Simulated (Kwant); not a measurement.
Model: one-band effective-mass tight-binding model in one dimension, coherent, no space charge, current by the Tsu-Esaki formula (Kwant).

Device: In0.53Ga0.47As/InP stack with 2 barriers. One parabolic valley. Leads of mass 0.041 mₑ with the band edge at 0; grid 0.1 nm; bias swept from 0.01 to 0.375 V, dropping linearly over the stack. Emitter Fermi level 0.013 eV, 77 K, equal in the collector.

```
layer  thickness (nm)  band offset (eV)  mass (mₑ)
-----  --------------  ----------------  ---------
1                 2.1              0.25       0.08
2                 7.6                 0      0.041
3                 2.7              0.25       0.08
```

Constants are typed, rounded textbook-type inputs, not results; the design itself was drawn at random and stands for no fabricated device.

Sweep values stay those of the base run.

One input was changed, with this effect: J at bias = 0.3750 V 4070 → 31100 A/cm²; J at bias = 0.1862 V 868 → 663 A/cm²; J at bias = 0.2743 V 1060 → 2250 A/cm².

Which change was it?
A) mass in the first barrier 0.08 → 0.064 mₑ
B) temperature 77 → 150 K
C) width of the first well 7.6 → 9.1 nm
D) height of the first barrier 0.25 → 0.3 eV
E) Fermi level in the emitter 0.013 → 0.0065 eV

C, width of the first well 7.6 → 9.1 nm
